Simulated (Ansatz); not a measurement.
CsCl-type CuZn, relaxed in Ansatz (plane waves) with several semilocal functionals. Each gives its own volume and its own zone-centre TO phonon frequency:

```tsv
level	V0 (Å³/atom)	zone-centre TO phonon frequency (cm⁻¹)	ln V0	ln ω_TO
LDA	11.821	217.2	2.4699	5.3808
r²SCAN+rVV10	12.276	214.3	2.5076	5.3674
PBEsol	12.304	209.9	2.5099	5.3466
r²SCAN	12.442	207.9	2.5211	5.3371
PBE	13.021	192.6	2.5666	5.2606
BLYP	13.891	155.7	2.6312	5.0479
```

Problem. Fit a straight line to ln ω_TO against ln V0. What does it predict for RPBE, whose volume is 13.518 Å³/atom?

Solution. With x = ln V0 and y = ln ω_TO: means 2.53438 and 5.29007; Σ(Δx Δy) = -0.03433, Σ(Δx²) = 0.01606, so the slope is -2.14. At x = 2.6040 the line gives y = 5.29007 + (-2.14) × (2.6040 − 2.53438) = 5.1411, or 170.9 cm⁻¹. The run with RPBE gives 183.1 cm⁻¹, +7.1 % from the line. The rows used scatter about it by up to 4.6 %, while the largest value lies 40 % above the smallest.

Ansatz's density-functional and Hartree–Fock values are scalar-relativistic unless marked +SOC, with PAW data made under PBE.

Ansatz is a quantum-chemistry and plane-wave program.
